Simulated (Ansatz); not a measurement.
Amorphous Zr₂₀O₄₁Be, 62 atoms at 5.24 g/cm³, one PBE-relaxed geometry, zone centre. Methods: PBE, scalar-relativistic without spin-orbit coupling (Ansatz, a program for electronic structure); r2SCAN, scalar-relativistic without spin-orbit coupling (Ansatz); HSE06, scalar-relativistic without spin-orbit coupling (Ansatz). Plane waves to 420 eV (r2SCAN 500 eV); exact exchange is cut at the cell's faces. At PBE the levels at the filled edge of the gap are localised (band-tail or defect states). All rungs ran without spin polarisation.

The cell was made by melting and quenching with the CHGNet potential and then relaxed with DFT. O atoms were pushed apart under 1.9 Å during the dynamics, to hinder bonds among them. The hot cell started wider than the set density and was brought back towards it in steps. It is the lowest in DFT energy of 2 quenches. It is a model cell: composition and starting density were chosen by hand, and all elements were melted together. No dispersion term was used. Its density started from a set value of 5.24 and ended at 5.24 g/cm³. The simulated quench (nominally 380 K/ps over its main leg) is rapid and tends to freeze in more defects than a deposited or slowly cooled glass has. One small periodic cell is one sample of the glass; other quenches scatter about these values. The volume was held where the preparation left it and the shape relaxed, at a PBE pressure of -1.2 GPa (tension). Stress components on the final sampling reach 1.3 GPa. On a 2×2×2 Γ-centred mesh force components of up to 0.15 eV/Å stay, since the relaxation ran on the zone centre alone.

The relaxation ran on the zone centre alone. At PBE the level gap is 3.38 eV on a 2×2×2 Γ-centred mesh, and the spacing at the zone centre alone 3.52 eV.

Problem. What zone-centre spacing does r2SCAN give, roughly?

Solution. 3.97 eV (+0.45 eV against PBE).

Problem. What zone-centre spacing does HSE06 give, roughly?

Solution. 5.04 eV (+1.52 eV against PBE).

The highest filled and the lowest empty state spread over these numbers of atoms (participation numbers): PBE: 11.5 and 25.6; r2SCAN: 10.9 and 24.3; HSE06: 10.8 and 25.2.
